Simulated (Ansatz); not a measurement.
Consider Be3N2 (space group R3m, No. 160; a cell from a computed database, its experimental status unchecked).

```
CELL_PARAMETERS angstrom
      1.41753     0.81841     4.85241
     -1.41753     0.81841     4.85241
      0.00000    -1.63683     4.85241
ATOMIC_POSITIONS crystal
  Be 0.14108 0.14108 0.14108
  Be 0.68236 0.68236 0.68236
  Be 0.91111 0.91111 0.91111
  N  0.79582 0.79582 0.79582
  N  0.29154 0.29154 0.29154
```

Cartesian axes are those of the cell as printed.

Levels (all Ansatz, a program for electronic structure, PAW): PBEsol (420 eV, spin-orbit coupling left out); r2SCAN (500 eV, no spin-orbit coupling).

Its gap is 2.66 eV with PBEsol and 3.43 eV with r2SCAN.

It is then changed as follows: biaxial strain −3.01 %, plane normal [001], relaxed out of plane (Cartesian); in-plane vectors clamped, the third vector and the atoms free.

With PBEsol the gap becomes 2.52 eV.

Problem. If the r2SCAN correction stayed the same, what would the r2SCAN gap be, and what does the r2SCAN run give?

Solution. A rigid correction of +0.77 eV gives 3.29 eV. The r2SCAN run gives 3.29 eV, so the two effects roughly add.

Single points use the geometry relaxed with PBEsol. Stability against distortions was not tested.
